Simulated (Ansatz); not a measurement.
The starting structures come from a database of crystals and need not be the phases stable at ambient conditions.

Inside the gap of an insulator the Bloch states are evanescent, with a wavenumber k + iκ along the transport direction.

```xyz
7
Lattice="5.5897 0.0000 0.0000 0.0000 10.1721 0.0000 2.7949 5.0861 2.7949" Properties=species:S:1:pos:R:3 pbc="T T T"
Al     2.7949     7.6291     0.0000
Al     0.0000     5.0861     0.0000
Cd     0.0000     0.0000     0.0000
S      7.0690    11.5377     1.5642
S      4.3591     3.7205     1.3155
S      1.3155     6.4517     1.2306
S      4.0255     8.8065     1.4793
```

The cell is taken as given.

Transport runs along the normal of the first two printed cell vectors, the (100) plane of the conventional cell.

The gap is the functional's own, uncorrected, and κ follows it; spin-orbit coupling is left out. Mid-gap means the computed energy nearest the middle.

**Question.** Compute, with r2SCAN in Ansatz (a first-principles code), the band gap and the smallest decay constant κ at mid-gap.

**Answer.** Gap 3.37 eV on a 12×12×12 mesh; κ = 0.248 1/Å, at the zone centre.
